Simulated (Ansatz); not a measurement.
Given:

End structure of a constructed model of the (110) surface of bcc W, a layer of Mn in place of the second plane (bottom of the slab: a bare face, its two planes held):

```xyz
6
Lattice="2.7577 0.0000 0.0000 -0.9192 2.6000 0.0000 0.0000 0.0000 27.0000" Properties=species:S:1:pos:R:3 pbc="T T T"
W      0.9192     1.3000     8.0089
W      0.0000     0.0000    10.2606
W      0.9192     1.3000    12.5113
W      0.0000     0.0000    14.7513
Mn     0.9192     1.3000    16.7865
W      0.0000     0.0000    18.7177
```

Slab: 6 atoms, 11.0 Å thick at the start with caps and adatoms (thin: gaps and levels are the slab's own); k 14x14x1, smearing 0.1 eV, dipole-corrected; 2 atoms held, the rest relaxed; symmetry of the start imposed; spin-polarised, ending with about 1.5 μB a cell; orders that need a larger cell were not tried, no spin-orbit, no U. In PBE it lies 0.02 eV a 1x1 cell over the lowest computed structure of the same composition (a layer of Mn in place of the third plane).

Problem. Predict the work function of the top face from Ansatz (a program for electronic structure) with PBE.

Solution. 4.88 eV
